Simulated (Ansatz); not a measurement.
**SiO2, pressure series**

Consider SiO$_{2}$ in the rutile structure (space group P4_2/mnm, No. 136; a = 4.236 Å, c = 2.690 Å).

Cell and atoms are relaxed at each pressure.

Computed with PBE (Ansatz, a quantum-chemistry and plane-wave program), scalar-relativistic without spin-orbit coupling.

Base values:

```
Item        Value
--------  -------
Band gap  5.04 eV
```

Q: The aim is a band gap between 5.97 eV and 6.35 eV. Which of these changes reaches it?
A. pressure 4.5 GPa
B. pressure −2 GPa
C. pressure 22.5 GPa

A: C, pressure 22.5 GPa. It gives 6.16 eV; pressure −2 GPa gives 4.93 eV; pressure 4.5 GPa gives 5.28 eV. Changes not listed may reach it too

Load acts through the strain it causes; cell and atoms are relaxed under it. Whether these cells are dynamically stable was not tested. Competing high-pressure phases were not computed.
